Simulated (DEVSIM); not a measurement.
Structure: abrupt Si p-n junction, at 250 K.

Layer 1 from the left is Si, thickness (μm) 0.900, Na (cm⁻³) 6.4e15, τn (s) 1.7e-7, τp (s) 1.7e-7. Layer 2 from the left is Si, thickness (μm) 76.0, Nd (cm⁻³) 4.2e14, τn (s) 1.7e-7, τp (s) 1.7e-7.

Left contact: ohmic. Right contact: ohmic. Voltage is applied to the left contact. Recombination: SRH at mid-gap. Mobility is μmin + (μ − μmin)/(1 + (N/Nref)^α).

Constants are typed, rounded textbook-type inputs, not results; the design itself was drawn at random and stands for no fabricated device. Values at 300 K; Nc and Nv go as T^1.5, mobilities as T to minus their exponent, the gap by Varshni's rule with the affinity fixed.

Si: gap (eV) 1.124, affinity (eV) 4.05, permittivity 11.7, Nc (cm⁻³) 2.86e19, Nv (cm⁻³) 3.1e19, μn (cm²/Vs) 1417, μp (cm²/Vs) 470, μn,min 52, μp,min 45, Nref,n 9.7e16, Nref,p 2.2e17, αn 0.68, αp 0.72, T exponent of μn 2.3, T exponent of μp 2.2, Varshni α (eV/K) 0.000473, Varshni β (K) 636.

Simulated with DEVSIM: 1D drift-diffusion, Boltzmann statistics, complete ionisation; no tunnelling, impact ionisation, image-force lowering or self-heating.

Problem. What does the simulation give for the largest field in the device at zero bias, the potential step across the device at zero bias, the dark forward voltage at 1 A/cm²?

Solution. largest field in the device at zero bias 9200 V/cm; potential step across the device at zero bias 0.725 V; dark forward voltage at 1 A/cm² 0.694 V.
